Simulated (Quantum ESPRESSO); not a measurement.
## Habitual settings against a tight run: LiMg (Amm2, 6 atoms in the cell)

Self-consistent single point.

```yaml
crystal:
  lattice:
    - [5.00921, 0.00000, 0.00000]
    - [0.00000, 4.63141, 2.68871]
    - [0.00000, -4.63141, 2.68871]
  atoms:
    - { symbol: Li, position: [0.00000, 0.33371, 0.33371] }
    - { symbol: Li, position: [0.50000, 0.33416, 0.66750] }
    - { symbol: Li, position: [0.50000, 0.66750, 0.33416] }
    - { symbol: Mg, position: [0.00000, 0.99819, 0.66093] }
    - { symbol: Mg, position: [0.00000, 0.66093, 0.99819] }
    - { symbol: Mg, position: [0.50000, 0.00550, 0.00550] }
```

Method of the run: LDA (PZ), GBRV 1.5 ultrasoft (LDA) pseudopotentials (plane waves; Quantum ESPRESSO 7.5).

Base settings: ecutwfc = 40 Ry; ecutrho = 200 Ry; occupations = smearing; smearing = marzari-vanderbilt; degauss = 0.0073499 Ry; potentials = {Li: li_lda_v1.4.uspp.F.UPF, Mg: mg_lda_v1.4.uspp.F.UPF}; K_POINTS = automatic 6 6 6 0 0 0; conv_thr = 1e-08 Ry; mixing_beta = 0.5.

Tight run (finer mesh or higher cutoff; not a proven limit): ecutwfc: 40 Ry → 56 Ry; ecutrho: 200 Ry → 280 Ry; conv_thr: 1e-08 Ry → 7.3e-11 Ry; K_POINTS: automatic 6 6 6 0 0 0 → automatic 9 9 9 0 0 0. It gave Fermi level (on the code's own zero) 3.26 eV; pressure -1.28 GPa; largest force (vector length) 0.021 eV/Å.

Quick runs, as changes from the base:
- A: the base itself
- B: ecutwfc: 40 Ry → 32 Ry; ecutrho: 200 Ry → 256 Ry; degauss: 0.0073499 Ry → 0.0099958 Ry; pseudopotentials: {Li: li_lda_v1.4.uspp.F.UPF, Mg: mg_lda_v1.4.uspp.F.UPF} → {Li: li_pbe_v1.4.uspp.F.UPF, Mg: Mg.pbe-n-kjpaw_psl.0.3.0.UPF}; input_dft: default → pbesol [PBEsol]
- C: ecutwfc: 40 Ry → 20 Ry; ecutrho: 200 Ry → 100 Ry; smearing: marzari-vanderbilt → gaussian; degauss: 0.0073499 Ry → 0.0099958 Ry; K_POINTS: automatic 6 6 6 0 0 0 → automatic 8 8 8 1 1 1
- D: ecutwfc: 40 Ry → 32 Ry; ecutrho: 200 Ry → 256 Ry; pseudopotentials: {Li: li_lda_v1.4.uspp.F.UPF, Mg: mg_lda_v1.4.uspp.F.UPF} → {Li: li_pbe_v1.4.uspp.F.UPF, Mg: Mg.pbe-n-kjpaw_psl.0.3.0.UPF}; K_POINTS: automatic 6 6 6 0 0 0 → automatic 2 2 2 0 0 0; input_dft: default → pbesol [PBEsol]
- E: ecutwfc: 40 Ry → 20 Ry; ecutrho: 200 Ry → 100 Ry; conv_thr: 1e-08 Ry → 7.3e-06 Ry; K_POINTS: automatic 6 6 6 0 0 0 → automatic 2 2 2 1 1 1
- F: smearing: marzari-vanderbilt → gaussian; degauss: 0.0073499 Ry → 0.0099958 Ry; conv_thr: 1e-08 Ry → 7.3e-06 Ry; K_POINTS: automatic 6 6 6 0 0 0 → automatic 4 4 4 0 0 0

Energies are extrapolated to zero smearing width, which holds to low order in the width alone (under cold and Methfessel-Paxton smearing the free energy itself is taken).

Dashes: energy of B, D, another energy zero.

† marks runs with another functional, U, potentials or spin treatment: their distance from the tight run is not a convergence error alone.

The count of work is k-points × plane waves × bands × iterations; it is no time. 

The starting cell comes from a database of computed structures (which also holds hypothetical and non-ambient phases and stackings), without a prior relaxation at this level. Its lattice was rescaled by a random factor within 2.5 % of one.

| run | energy less tight (meV/atom) | pressure less tight (GPa) | largest miss in a force vector (eV/Å) | count of work / tight |
|---|---|---|---|---|
| A | 0.4 | 0.03 | 0.019 | 0.21 |
| B† | – | 1.13 | 0.030 | 0.074 |
| C | 3432.8 | -120.95 | 0.005 | 0.11 |
| D† | – | 1.53 | 0.200 | 0.0094 |
| E | 3429.4 | -120.57 | 0.089 | 0.0025 |
| F | 9.4 | 0.27 | 0.124 | 0.055 |

Among the runs at the tight run's level, the energy misses run from 0.4 to 3432.8 meV/atom.
